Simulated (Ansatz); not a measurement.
## TaS2: biaxial strain +0.99 %, plane normal [001], relaxed out of plane

The reference is TaS2 in the CdI2 type structure (space group P-3m1, No. 164; a = 3.277 Å, c = 5.587 Å; layered, stacked along the Cartesian z axis; relaxed with 0.1 eV smearing). Axes: x lies along a and z along c of the hexagonal cell.

One thing is altered: biaxial strain +0.99 %, plane normal [001], relaxed out of plane (Cartesian); in-plane vectors clamped, the third vector and the atoms free.

The values are results of Ansatz (an electronic-structure program) PBEsol-D3(BJ), spin-orbit coupling left out, not measurements. Settings: 20×20×11 k-points, 0.1 eV Fermi–Dirac smearing.

| quantity | base | changed | shift |
|---|---|---|---|
| volume per atom | 17.32 Å³ | 17.60 Å³ | +0.271 Å³ |
| shortest interatomic distance | 4.621 bohr | 4.631 bohr | +0.010 bohr |
| pressure (mean of the normal stresses, compression positive) | 0.0 GPa | -1.5 GPa | -1.5 GPa |
| band gap | zero | zero | – |
| out-of-plane strain | – | -0.42 % | – |
| mean in-plane stress (compression positive) | – | -2.2 GPa | – |

Cost of the whole job for the changed cell (relaxation, final SCF and bands): around 60 core-seconds (rough).

No phonon test of stability was made. The final runs are not spin-polarised. An odd electron count without spin: TaS2.
